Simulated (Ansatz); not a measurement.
P interstitial started as a split pair with P in zinc-blende GaP (start: split with P along <110>; 64-site cell, 2×2×2 shifted sampling). The numbers are results of PBE, PAW (plane waves to 420 eV; Ansatz, a first-principles code), not measurements. Total energies of the localised charge states, counted from that of charge +1, and their image corrections (point charge with alignment); the host's valence-band maximum lies at 6.699 eV on the cells' energy zero and its gap is 1.57 eV.

| charge | moment (μB) | E − E(first) (eV) | correction (eV) |
|---|---|---|---|
| +1 | 0.0 | 0.000 | 0.283 |
| 0 | 1.0 | 7.268 | 0.000 |
| −1 | not spin-polarised | 14.807 | -0.019 |

Derive the transition levels above the valence-band maximum and say which of them are thermodynamic.

A level is the Fermi energy at which two charges have equal formation energy: ε(q/q′) = [E(q′) + corr(q′) − E(q) − corr(q)] / (q − q′) − E_VBM.
ε(+1/0) = [(7.268 + 0.000) − (0.000 + 0.283)] / 1 − 6.699 = 0.29 eV
ε(0/−1) = [(14.807 + -0.019) − (7.268 + 0.000)] / 1 − 6.699 = 0.82 eV
Thermodynamic levels at least 0.1 eV inside the gap: (+1/0) at 0.29 eV; (0/−1) at 0.82 eV. They hold to tenths of an eV in this cell. Charges with a result: +1, 0, −1. Others weren't obtained, and one of them could lie lower, also by skipping a charge. The geometries come from one start. Flagged in the runs: a strain field that reaches the edge of the cell.
